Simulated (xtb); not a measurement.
xtb 6.7.1, GFN2-xTB: Hf(Cl)(OtBu)3 (CC(C)(C)[O][Hf]([Cl])([O]C(C)(C)C)[O]C(C)(C)C), 44 atoms. The geometry is a generated start, not checked to be a minimum at this level.

| Item | Result |
|---|---|
| method | GFN2-xTB |
| --acc | 1 (default) |
| --etemp (K) | 300 (default) |
| detailed input (--input) | none: ANC optimiser, Lindh (1995) Hessian, microcycle=20, maxdispl=1.0, hlow=0.01 (default) |
| basis functions | 107 |
| valence electrons | 104 |

Charge 0 and multiplicity 1 are set for this test and not shown to be the ground state.

The structure is relaxed from this start with --opt LEVEL for the levels crude, sloppy, loose, lax, normal, tight, vtight, extreme, once each. Up to the end of the extreme run atoms move by at most 1.6 Å along an axis.

**Question.** Choose the cheapest level whose final energy lies within 5 meV of that of extreme.

**Answer.** tight: 71 cycles against 85, ending 0.045 meV above.

| level | cycles | energy above the extreme run (meV) | gradient norm (eV/Å) |
|---|---|---|---|
| crude | 1 | 120 | 0.12 |
| sloppy | 1 | 120 | 0.12 |
| loose | 1 | 120 | 0.12 |
| lax | 1 | 120 | 0.12 |
| normal | 14 | 120 | 0.0097 |
| tight | 71 | 0.045 | 0.0082 |
| vtight | 81 | under 0.01 | 0.0023 |
| extreme | 85 | — | 0.0016 |
